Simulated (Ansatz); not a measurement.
The reference is WSi2 (space group I4/mmm, No. 139; a = 3.2289 Å, c = 7.8697 Å; relaxed with 0.1 eV smearing). Axes: x, y, z lie along a, b, c of the conventional cell.

Calculations: PBE in Ansatz (plane waves to 420 eV, PAW, no SOC).

Modification: the cell is scaled by 1.0250 in all directions, atoms relaxed at fixed cell.

Predict the stress tensor and what it implies for the stiffness.

Stress of the strained cell less that of the base (GPa, compression positive):
```
  -13.2     0.0     0.0
    0.0   -13.2     0.0
    0.0     0.0   -14.6
```

Then B = −ΔP/(ΔV/V₀) with ΔV/V₀ = 0.0769 gives secant stiffness values (nonlinear terms included at this strain): B (at held cell shape, above the free-shape value) ≈ 177 GPa.

As a check, the harmonic strain energy −½ V₀ Δσ:ε is 44 meV/atom; the computed energy rise is 48 meV/atom.

Stability against distortions was not tested. The final runs are not spin-polarised.

Ansatz is an electronic-structure program.
